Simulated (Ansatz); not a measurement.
# What each level gives and costs: RbLuSe2 (R-3m, 4 atoms in the cell)

```
RbLuSe2
1.0
    2.02635     1.16992     7.76382
   -2.02635     1.16992     7.76382
    0.00000    -2.33983     7.76382
Rb Lu Se
1 1 2
Cartesian
  0.00000   0.00000   0.00000
  0.00000   0.00000  11.64573
  0.00000   0.00000   5.36845
  0.00000   0.00000  17.92301
```

Program: Ansatz (a program for electronic structure), default PAW files made with PBE; each row names its functional.

Base settings: basis.ecutwfc = 420 eV; kpoints.mp_grid.grid = 4 4 4; hamiltonian.xc = hse06; hamiltonian.pseudopotentials = {kind: paw} (the program's default PAW files); scf.occupations.method = gaussian; scf.occupations.width = 0.02 eV.

Differences are taken from HSE06, a reference of convenience: it is no measurement, and no ranking of the functionals follows.

Core times come from one kind of shared machine and are given to one figure; runs under 30 s give none.

The starting cell comes from a database of computed structures (which also holds hypothetical and non-ambient phases and stackings), without a prior relaxation at this level. Its lattice was rescaled by a random factor within 2.5 % of one. Spin-orbit coupling is off. In the base run, with a pressure of about 4 GPa the cell is away from its equilibrium volume at this level. Ansatz's pressure includes its estimate of the finite-basis (Pulay) stress.

| level | gap on the mesh less reference (eV) | pressure less reference (GPa) | largest difference in the force on any atom (eV/Å) | core time / reference (rough) |
|---|---|---|---|---|
| PBEsol | -0.985 | -2.36 | 0.166 | – |
| PBE0 | 0.685 | -0.02 | 0.008 | 1 |
| HSE06 | 0.000 | 0.00 | 0.000 | 1 |

Keys are those of Ansatz 0.2.
